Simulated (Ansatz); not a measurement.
Take MgTe in the zinc blende structure (space group F-43m, No. 216) as the base.

```
CELL_PARAMETERS angstrom
      0.00000     3.21965     3.21965
      3.21965     0.00000     3.21965
      3.21965     3.21965     0.00000
ATOMIC_POSITIONS crystal
  Mg 0.00000 0.00000 0.00000
  Te 0.25000 0.25000 0.25000
```

Cartesian axes are those of the cell as printed.

All numbers come from DFT with PBEsol, PAW potentials and a 420 eV plane-wave cutoff in Ansatz (a first-principles code), no spin-orbit coupling.

For the base:

- Valence-band top at Γ = 0.00, 0.00, 0.00 eV
- Volume per atom = 33.38 Å³

The change: biaxial strain −1.00 %, plane normal [001], relaxed out of plane (Cartesian); in-plane vectors clamped, the third vector and the atoms free.

Task: What happens to the valence-band top at Γ?

Result: The valence-band top at Γ (three highest levels, from the VBM) becomes 0.00, 0.00, -0.07 eV (base: 0.00, 0.00, 0.00 eV).

Task: How does this affect the volume per atom?

Result: The volume per atom drops by 0.23 Å³ to 33.15 Å³.

With Te present, leaving out spin-orbit coupling can change the band edges. The levels and masses belong to the bands next to the band gap. Whether these cells are dynamically stable was not tested.
